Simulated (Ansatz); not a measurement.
## Response to strain in Ru

Take Ru in the hcp (Mg type) structure (space group P6_3/mmc, No. 194; a = 2.722 Å, c = 4.294 Å; relaxed with 0.1 eV smearing) as the base. Axes: x lies along a and z along c of the hexagonal cell.

Strains are applied to the cell and any free atomic positions relax.

Method: Ansatz (a program for electronic structure), PBE, PAW, cutoff 420 eV, spin-orbit coupling left out.

Notes on the quantities. pressure: mean of the normal stresses, compression positive; energy relative to the base: free energy F.

```tsv
case	shortest interatomic distance	pressure	energy relative to the base
base	2.661 Å	0.0 GPa	0 meV/atom
uniaxial strain ε_zz = −3.00 %	2.609 Å	11.0 GPa	+26 meV/atom
uniaxial strain ε_zz = −2.50 %	2.618 Å	9.0 GPa	+18 meV/atom
uniaxial strain ε_zz = −1.50 %	2.635 Å	5.2 GPa	___
uniaxial strain ε_zz = −1.00 %	2.643 Å	3.4 GPa	+2.8 meV/atom
uniaxial strain ε_zz = −0.50 %	2.652 Å	1.7 GPa	+0.7 meV/atom
uniaxial strain ε_zz = +0.50 %	2.669 Å	-1.6 GPa	+0.7 meV/atom
uniaxial strain ε_zz = +1.50 %	2.687 Å	-4.6 GPa	+5.9 meV/atom
uniaxial strain ε_zz = +2.00 %	2.695 Å	-6.0 GPa	___
uniaxial strain ε_zz = +2.50 %	2.704 Å	___	+16 meV/atom
```

Problem. What belongs in the blanks?

Solution. 
- uniaxial strain ε_zz = −1.50 %, energy relative to the base: +6.4 meV/atom
- uniaxial strain ε_zz = +2.00 %, energy relative to the base: +10 meV/atom
- uniaxial strain ε_zz = +2.50 %, pressure: -7.3 GPa

No phonon test of stability was made. All final runs are without spin polarisation.
